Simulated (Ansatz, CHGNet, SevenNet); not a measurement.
**Lattice parameter c of GePt (model structure, started from the CoSn type, P6/mmm, No. 191, 6 atoms in the cell) at several levels of theory**

No measured value is used here.

```tsv
level (code)	value (Å)
CHGNet 0.3.0	3.967
CHGNet-r²SCAN	3.944
SevenNet-0	4.044
LDA (Ansatz)	3.932
PBE (Ansatz)	3.986
PBEsol (Ansatz)	3.970
PBE-D3(BJ) (Ansatz)	3.946
r²SCAN (Ansatz)	3.879
r²SCAN+rVV10 (Ansatz)	3.879
```

The crystal itself was run without spin with LDA, PBE, PBEsol, PBE-D3(BJ), r²SCAN, r²SCAN+rVV10; a magnetic state was not tried in these runs. Density-functional levels without +SOC have no spin–orbit coupling. PBE-D3(BJ): a distance lies near a switch of the dispersion term, which can move the cell. Cutoffs differ between the levels. Ansatz's density-functional and Hartree–Fock values are scalar-relativistic unless marked +SOC, with PAW data made under PBE.

Machine-learned potentials (CHGNet 0.3.0, CHGNet-r²SCAN, SevenNet-0) are trained on DFT data: a solid inside that data is no test of them.

A model structure was made by putting elements into a prototype or built by hand; it is no filed structure, need not be a known phase, and can be a saddle point held by its symmetry.

Ansatz is a first-principles code.
